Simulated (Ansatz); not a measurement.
Input:

Host crystal: wurtzite GaN, with a band gap (PBE, scalar-relativistic without spin-orbit coupling).

End structure of Al on the (0001) surface of wurtzite GaN (2x2 N adatom at H3; a constructed slab, bottom: 3 H on 4 bottom sites), one in a cell of 36 Å², started at the site 'over Ga at depth 1.1 Å #2':

```yaml
crystal:
  lattice:
    - [6.43695, 0.00000, 0.00000]
    - [-3.21848, 5.57456, 0.00000]
    - [0.00000, 0.00000, 32.50000]
  atoms:
    - { symbol: N, position: [0.33363, 0.16637, 0.33318] }
    - { symbol: N, position: [0.83274, 0.16638, 0.33321] }
    - { symbol: N, position: [0.33362, 0.66726, 0.33321] }
    - { symbol: N, position: [0.83335, 0.66665, 0.33094] }
    - { symbol: Ga, position: [0.16669, 0.33331, 0.35247] }
    - { symbol: Ga, position: [0.67403, 0.34816, 0.35132] }
    - { symbol: Ga, position: [0.15184, 0.82597, 0.35132] }
    - { symbol: Ga, position: [0.67410, 0.82590, 0.35124] }
    - { symbol: N, position: [0.16667, 0.33333, 0.41225] }
    - { symbol: N, position: [0.66667, 0.33333, 0.41225] }
    - { symbol: N, position: [0.16667, 0.83333, 0.41225] }
    - { symbol: N, position: [0.66667, 0.83333, 0.41225] }
    - { symbol: Ga, position: [0.33333, 0.16667, 0.43213] }
    - { symbol: Ga, position: [0.83333, 0.16667, 0.43213] }
    - { symbol: Ga, position: [0.33333, 0.66667, 0.43213] }
    - { symbol: Ga, position: [0.83333, 0.66667, 0.43213] }
    - { symbol: N, position: [0.33312, 0.16688, 0.49233] }
    - { symbol: N, position: [0.83456, 0.16848, 0.49280] }
    - { symbol: N, position: [0.33152, 0.66544, 0.49280] }
    - { symbol: N, position: [0.83413, 0.66587, 0.49286] }
    - { symbol: Ga, position: [0.16791, 0.33209, 0.51319] }
    - { symbol: Ga, position: [0.66424, 0.33217, 0.51301] }
    - { symbol: Ga, position: [0.16784, 0.83577, 0.51301] }
    - { symbol: Ga, position: [0.66670, 0.83332, 0.51201] }
    - { symbol: N, position: [0.16900, 0.33100, 0.57416] }
    - { symbol: N, position: [0.66191, 0.33093, 0.57406] }
    - { symbol: N, position: [0.16908, 0.83809, 0.57405] }
    - { symbol: N, position: [0.66660, 0.83339, 0.57212] }
    - { symbol: Ga, position: [0.33335, 0.16662, 0.59756] }
    - { symbol: Ga, position: [0.83261, 0.16543, 0.59231] }
    - { symbol: Ga, position: [0.33455, 0.66739, 0.59232] }
    - { symbol: Ga, position: [0.83272, 0.66729, 0.59225] }
    - { symbol: N, position: [0.33323, 0.16667, 0.66557] }
    - { symbol: N, position: [0.83096, 0.16214, 0.65236] }
    - { symbol: N, position: [0.33787, 0.66903, 0.65237] }
    - { symbol: N, position: [0.83105, 0.66893, 0.65230] }
    - { symbol: Ga, position: [0.15241, 0.34757, 0.67725] }
    - { symbol: Ga, position: [0.69485, 0.34752, 0.67720] }
    - { symbol: Ga, position: [0.15238, 0.80499, 0.67724] }
    - { symbol: Ga, position: [0.66670, 0.83332, 0.67057] }
    - { symbol: H, position: [0.33200, 0.16800, 0.30162] }
    - { symbol: H, position: [0.83602, 0.16807, 0.30164] }
    - { symbol: H, position: [0.33193, 0.66398, 0.30164] }
    - { symbol: N, position: [0.99999, 0.50015, 0.71594] }
    - { symbol: Al, position: [0.99430, 0.49733, 0.77207] }
```

Slab: 45 atoms, 13.4 Å thick at the start with caps and adatoms under the adsorbate (thin: gaps and levels are the slab's own); k 4x4x1, smearing 0.01 eV, dipole-corrected; 23 atoms held, the rest relaxed; no symmetry held; spin-polarised, ending with about 0.1 μB a cell, a value that depends on the mesh; orders that need a larger cell were not tried, no spin-orbit, no U, no dispersion correction. The slab shows no gap over 0.04 eV on its mesh. At the end it is bonded to N. In PBE it is, or lies within 0.03 eV of, the lowest of the starts that converged.

A negative adsorption energy means that the adsorbate is more stable on the surface than in its reference.

Problem. Predict the change of the step from the bottom to the top vacuum level, against the clean slab from PBE in Ansatz (an electronic-structure program).

Solution. -0.87 eV

Problem. Predict the adsorption energy against an atom of fcc Al from PBE.

Solution. 0.000 eV
